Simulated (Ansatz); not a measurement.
The structure below was relaxed with DFT with PBE, PAW potentials and a 420 eV plane-wave cutoff in Ansatz (a first-principles code), spin-orbit coupling left out, earlier PAW set, at pressure 1.5 GPa.

```xyz
2
Lattice="0.0000 2.4456 2.4456 2.4456 0.0000 2.4456 2.4456 2.4456 0.0000" Properties=species:S:1:pos:R:3 pbc="T T T"
N      0.0000     0.0000     0.0000
Y      2.4456     2.4456     2.4456
```

Problem. Find the space group and the Wyckoff positions.

Solution. Space group Fm-3m (No. 225); a = 4.891 Å, b = 4.891 Å, c = 4.891 Å, α = 90.00°, β = 90.00°, γ = 90.00°

```csv
atom,site,symmetry,x,y,z
N,4a,m-3m,0.0000,0.0000,0.0000
Y,4b,m-3m,0.5000,0.5000,0.5000
```

Problem. Describe the coordination.

Solution. The crystal has 8 atoms in its conventional cell. Lattice parameters: a = b = c = 4.8911 Å, α = β = γ = 90.00°. N sees 6 Y at 2.446 Å (octahedral). Y is surrounded by 6 N at 2.446 Å (octahedral). (Neighbours: up to the widest gap in distance over summed covalent radii, below 1.35, at either atom; cation-cation and far metal-metal contacts left out.)

Load acts through the strain it causes; cell and atoms are relaxed under it. Whether these cells are dynamically stable was not tested. The cell was made from YN in the rock salt structure (space group Fm-3m, No. 225) by this change: pressure 1.5 GPa.
